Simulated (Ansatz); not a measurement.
## Ladder of methods for the bulk modulus B0 of L1₂ (Cu3Au-type) Al3Sc

Reference value: 91.5 ± 1 GPa (measured, 298 K, no zero-point or thermal correction, polycrystal; as tabulated in A Combined Experimental and First-Principles Based Assessment of …).

```tsv
level (code)	value (GPa)	cell (Å³/atom)	difference (%)
LDA (Ansatz)	96.4	16.39	+5.4
PBE (Ansatz)	86.6	17.30	-5.4
PBEsol (Ansatz)	91.7	16.88	+0.2
r²SCAN (Ansatz)	94.0	17.06	+2.7
B3LYP (VWN-RPA form) (Ansatz)	84.9	17.45	-7.2
r²SCAN0 (Ansatz)	97.9	16.97	+7.0
Hartree–Fock (Ansatz)	85.9	18.33	-6.1
```

The reference is not for a static lattice or low temperature, so close values are not ranked against it.

The measured value isn't corrected to a static lattice, so vibrations enter the comparison. A static lattice is as a rule stiffer than a warm one, by over a tenth in soft solids. The crystal itself was run without spin with LDA, PBE, PBEsol, r²SCAN, B3LYP (VWN-RPA form), r²SCAN0, Hartree–Fock; a magnetic state was not tried in these runs. Each level is taken at its own relaxed cell. Cutoffs and k meshes differ between the levels. Ansatz's density-functional and Hartree–Fock values are scalar-relativistic unless marked +SOC, with PAW data made under PBE.

Differences are worked out from the printed values.

Ansatz is a quantum-chemistry and plane-wave program.
